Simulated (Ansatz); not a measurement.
# Response to strain in Cu3N

Consider Cu3N (space group Pm-3m, No. 221).

```yaml
crystal:
  lattice:
    - [3.76491, 0.00000, 0.00000]
    - [0.00000, 3.76491, 0.00000]
    - [0.00000, 0.00000, 3.76491]
  atoms:
    - { symbol: Cu, position: [0.50000, 0.00000, 0.00000] }
    - { symbol: Cu, position: [0.00000, 0.50000, 0.00000] }
    - { symbol: Cu, position: [0.00000, 0.00000, 0.50000] }
    - { symbol: N, position: [0.00000, 0.00000, 0.00000] }
```

Cartesian axes are those of the cell as printed.

Strains are applied to the cell and any free atomic positions relax; under biaxial strain the out-of-plane vector relaxes too.

All numbers come from PBEsol (Ansatz, a program for electronic structure; PAW; 420 eV plane waves; no spin-orbit coupling).

Notes on the quantities. energy relative to the base: free energy F; pressure: mean of the normal stresses, compression positive.

```json
[
 {"case": "base", "energy relative to the base": "0 meV/atom", "volume per atom": "13.34 Å³", "pressure": "0.0 GPa"},
 {"case": "biaxial strain −3.00 %, plane normal [001], relaxed out of plane", "energy relative to the base": "+26 meV/atom", "volume per atom": "12.73 Å³", "pressure": "7.6 GPa"},
 {"case": "biaxial strain −2.40 %, plane normal [001], relaxed out of plane", "energy relative to the base": "+17 meV/atom", "volume per atom": "12.85 Å³", "pressure": "5.9 GPa"},
 {"case": "biaxial strain −1.80 %, plane normal [001], relaxed out of plane", "energy relative to the base": "+9.1 meV/atom", "volume per atom": "12.97 Å³", "pressure": "4.2 GPa"},
 {"case": "biaxial strain −1.20 %, plane normal [001], relaxed out of plane", "energy relative to the base": "+4.0 meV/atom", "volume per atom": "13.09 Å³", "pressure": "2.7 GPa"},
 {"case": "biaxial strain −0.60 %, plane normal [001], relaxed out of plane", "energy relative to the base": "…", "volume per atom": "…", "pressure": "…"}
]
```

Question: Fill in the withheld entries from the trend.

Answer: 
- biaxial strain −0.60 %, plane normal [001], relaxed out of plane, energy relative to the base: +1.0 meV/atom
- biaxial strain −0.60 %, plane normal [001], relaxed out of plane, volume per atom: 13.22 Å³
- biaxial strain −0.60 %, plane normal [001], relaxed out of plane, pressure: 1.3 GPa

Whether these cells are dynamically stable was not tested. All final runs are without spin polarisation.
